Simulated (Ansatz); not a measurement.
Base system: ZrO2 (space group P2_1/c, No. 14).

```
ZrO2
1.0
    5.18930     0.00000     0.00000
    0.00000     5.24180     0.00000
   -0.90344     0.00000     5.30261
Zr O
4 8
Direct
  0.27571   0.04384   0.21016
  0.72429   0.54384   0.28984
  0.72429   0.95616   0.78984
  0.27571   0.45616   0.71016
  0.06488   0.32613   0.35022
  0.93512   0.82613   0.14978
  0.93512   0.67387   0.64978
  0.06488   0.17387   0.85022
  0.45109   0.75674   0.47528
  0.54891   0.25674   0.02472
  0.54891   0.24326   0.52472
  0.45109   0.74326   0.97528
```

Cartesian axes are those of the cell as printed.

Method: PBE, PAW, 420 eV (Ansatz, an electronic-structure program; without spin-orbit coupling), earlier PAW set.

Base values:

Pressure: 0.00 GPa

Perturbation: compressive biaxial strain of 0.95 % in the plane normal to [001], as in epitaxy on a mismatched substrate; the out-of-plane cell vector and the atoms relax.

Problem. Estimate the effect on the energy relative to the base, out-of-plane strain, valley order and pressure.

Solution. The energy grows by 2.5 meV/atom; the out-of-plane strain comes out as +0.91 %; the valley order (the lowest conduction-band minima on the path, energy above the VBM, named in the base's zone) is Y₂ (1/2, 0, 0) 3.74 eV; A (1/2, 0, 1/2) 3.91 eV; Γ 4.17 eV; the pressure (mean of the normal stresses, compression positive) goes from zero to 2.33 GPa.

The levels and masses belong to the bands next to the band gap. No phonon test of stability was made.
